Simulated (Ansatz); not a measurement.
The starting structures come from a database of crystals and need not be the phases stable at ambient conditions.

 Where the default PAW files enter, the runs use the earlier of Ansatz's two default sets.

Inside the gap of an insulator the Bloch states are evanescent, with a wavenumber k + iκ along the transport direction.

Data:

```yaml
crystal:
  lattice:
    - [5.64750, 0.00000, 0.00000]
    - [0.00000, 11.32434, 0.00000]
    - [2.82375, 5.66217, 2.82375]
  atoms:
    - { symbol: Zn, position: [0.50000, 0.75000, 0.00000] }
    - { symbol: Zn, position: [0.00000, 0.00000, 0.00000] }
    - { symbol: Sn, position: [0.50000, 0.25000, 0.00000] }
    - { symbol: Sn, position: [0.00000, 0.50000, 0.00000] }
    - { symbol: P, position: [0.52138, 0.64638, 0.45724] }
    - { symbol: P, position: [0.97862, 0.87500, 0.50000] }
    - { symbol: P, position: [0.47862, 0.10362, 0.54276] }
    - { symbol: P, position: [0.02138, 0.37500, 0.50000] }
```

Space group of this cell: I-42d, chalcopyrite. The cell is taken as given.

Transport runs along the normal of the first two printed cell vectors, the (100) plane of the conventional cell.

No gap correction and no spin-orbit coupling; mid-gap values are interpolated between computed energies.

Compute, with r2SCAN (Ansatz, a quantum-chemistry and plane-wave program), the band gap and the smallest decay constant κ at mid-gap.

Gap 1.26 eV on a 10×10×10 mesh; κ = 0.086 1/Å, at the zone centre.
